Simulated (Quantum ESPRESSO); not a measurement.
How a calculation on MgSi (P-1, 12 atoms in the cell) responds to its settings

```
CELL_PARAMETERS angstrom
      4.51659     0.00000     0.00000
     -1.91934     5.07766     0.00000
     -2.16330    -1.48883     9.58382
ATOMIC_POSITIONS crystal
  Mg 0.54464 0.67388 0.38671
  Mg 0.45536 0.32612 0.61329
  Mg 0.22590 0.62306 0.82319
  Mg 0.77410 0.37694 0.17681
  Mg 0.84102 0.97349 0.71279
  Mg 0.15898 0.02651 0.28721
  Si 0.42403 0.74353 0.11104
  Si 0.57597 0.25647 0.88896
  Si 0.13817 0.24158 0.00911
  Si 0.86183 0.75842 0.99089
  Si 0.83676 0.27025 0.44121
  Si 0.16324 0.72975 0.55879
```

Base run A: LDA (PZ), GBRV 1.5 ultrasoft (LDA) pseudopotentials (Quantum ESPRESSO 7.5), self-consistent single point.

Its settings: ecutwfc = 40 Ry; ecutrho = 200 Ry; occupations = smearing; smearing = fd; degauss = 0.0073499 Ry; potentials = {Mg: mg_lda_v1.4.uspp.F.UPF, Si: si_lda_v1.uspp.F.UPF}; K_POINTS = automatic 4 3 2 0 0 0; conv_thr = 1e-10 Ry.

The starting cell comes from a database of computed structures (which also holds hypothetical and non-ambient phases and stackings), without a prior relaxation at this level. Without a gap this mesh is coarse (it stands for a supercell whose shortest vector is 16 Å).

ΔF is the free energy per atom less that of run A. 

```tsv
run	change	ΔF (meV/atom)	pressure (GPa)	largest force (eV/Å)	iterations
A	base	0.00	-2.42	0.254	12
B	diagonalization: default → cg	0.00	-2.42	0.254	13
C	diagonalization: default → paro	0.00	-2.42	0.254	14
D	diagonalization: default → rmm-davidson	0.00	-2.42	0.254	13
E	diagonalization: default → rmm-paro	0.00	-2.42	0.254	13
F	diago_david_ndim: default → 3	0.00	-2.42	0.254	13
G	diago_david_ndim: default → 4	0.00	-2.42	0.254	13
H	diago_full_acc: default → true	0.00	-2.42	0.254	12
```

Runs B, C, D, E, F, G, H reached the same state as A (within 1 meV/atom).
